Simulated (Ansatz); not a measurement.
The cell is built on a prototype and need not be the phase stable at ambient conditions.

By PBEsol, the system below comes out a metal.

The ballistic (Sharvin) conductance counts the channels at the Fermi level: G/A = (e²/h) × channels of both spins per area.

Data:

```
CELL_PARAMETERS angstrom
      3.77788     0.00000     0.00000
      0.00000     3.77788     0.00000
      0.00000     0.00000     4.80437
ATOMIC_POSITIONS crystal
  Ru 0.00000 0.00000 0.00000
  Ru 0.50000 0.50000 0.00000
  Ru 0.50000 0.00000 0.41719
  Ru 0.00000 0.50000 0.58281
  C  0.50000 0.00000 0.81818
  C  0.00000 0.50000 0.18182
```

Space group of this cell: P4/nmm. The cell was relaxed by PBE-D3(BJ); by PBEsol its mean pressure is -2.9 GPa.

The current flows along the normal of the first two printed cell vectors. No spin-orbit coupling; the value is a mean over 0.1 eV about the Fermi level.

### Question
Give the ballistic conductance per area that PBEsol in Ansatz (a quantum-chemistry and plane-wave program) yields.

### Answer
0.85 × 10¹⁵ S/m² for both spins.
